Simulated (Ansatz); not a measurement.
Bi, element substitutions

Start from Bi in the A7 type structure (space group R-3m, No. 166; a = 4.472 Å, c = 11.279 Å (hexagonal axes)).

Each row replaces one element on all its sites; cell and atoms are relaxed.

Calculations: PBEsol-D3(BJ), PAW, 420 eV (Ansatz, a quantum-chemistry and plane-wave program; no SOC).

```tsv
case	shortest interatomic distance	density	space group
base	3.062 Å	10.66 g/cm³	R-3m (No. 166)
Bi → As	2.517 Å	6.30 g/cm³	R-3m (No. 166)
Bi → Pb	3.132 Å	11.20 g/cm³	Pm-3m (No. 221)
Bi → Rh	2.478 Å	11.24 g/cm³	Pm-3m (No. 221)
```

No phonon test of stability was made. As relaxed here, Pb and Rh are hypothetical phases, not in the database extracts checked. The final runs are not spin-polarised. Rh has a high density of states at the Fermi level and may be magnetic at this level. The program warned that a D3 coordination switch lies within reach, so dispersion energies are less smooth here.
